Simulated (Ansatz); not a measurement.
Partial pair distribution functions of a relaxed model of amorphous Si₂₀P₂O₄₅, broadened by 0.06 Å; density 2.31 g/cm³. Level of theory: PBE (plane waves to 420 eV, PAW; Ansatz, a first-principles code).

Preparation: random packing, a CHGNet melt and quench, and a DFT relaxation. O atoms were pushed apart under 1.9 Å during the dynamics, to hinder bonds among them. It is a model cell: composition and starting density were chosen by hand, and all elements were melted together. No dispersion term was used. Its density started from a set value of 2.26 and ended at 2.31 g/cm³. Cooling (nominally 1100 K/ps over its main leg) ran many orders faster than in experiment, which tends to leave more defects and strain. Values belong to this one cell and scatter from quench to quench. The volume was free in the relaxation, at fixed shape. Stress components on the final sampling reach 1.3 GPa.

```
r (Å)  g Si-O  g P-O  g Si-Si  g O-O
-----  ------  -----  -------  -----
1.30     0.00   0.02     0.00   0.00
1.40     0.04   1.42     0.00   0.00
1.50     1.77  12.23     0.00   0.00
1.60    12.26  13.30     0.00   0.00
1.70     9.84   1.33     0.00   0.00
1.80     1.29   0.01     0.00   0.00
1.90     0.14   0.00     0.00   0.00
2.00     0.11   0.00     0.00   0.00
2.10     0.01   0.00     0.00   0.00
2.20     0.00   0.00     0.01   0.02
2.30     0.00   0.00     0.39   0.33
2.40     0.00   0.00     0.83   0.69
2.50     0.02   0.00     0.12   1.73
2.60     0.08   0.00     0.01   4.46
2.70     0.03   0.00     0.20   4.14
2.80     0.08   0.00     0.60   2.41
2.90     0.11   0.00     2.78   0.94
3.00     0.19   0.02     4.38   0.94
3.10     0.55   0.71     2.84   0.68
3.20     0.80   2.04     1.72   0.36
3.30     0.93   1.20     0.74   0.46
3.40     0.96   1.15     0.07   0.59
3.50     0.84   1.10     0.00   0.52
3.60     0.98   1.50     0.07   0.69
3.70     1.07   1.32     0.18   0.60
3.80     1.42   1.81     0.03   0.78
3.90     1.66   1.79     0.12   0.63
4.00     1.38   1.41     0.35   0.47
4.10     1.46   1.34     0.34   0.61
4.20     2.00   1.44     0.89   0.71
4.30     1.70   0.98     1.09   0.87
4.40     1.03   0.44     1.06   0.82
4.50     0.72   0.28     1.02   0.93
4.60     0.83   0.29     0.99   1.20
4.70     0.81   0.36     1.59   1.41
4.80     0.76   0.95     1.81   1.50
4.90     0.62   0.84     1.82   1.27
```

Within 2.08 Å each Si has 4.05 O neighbours on average.
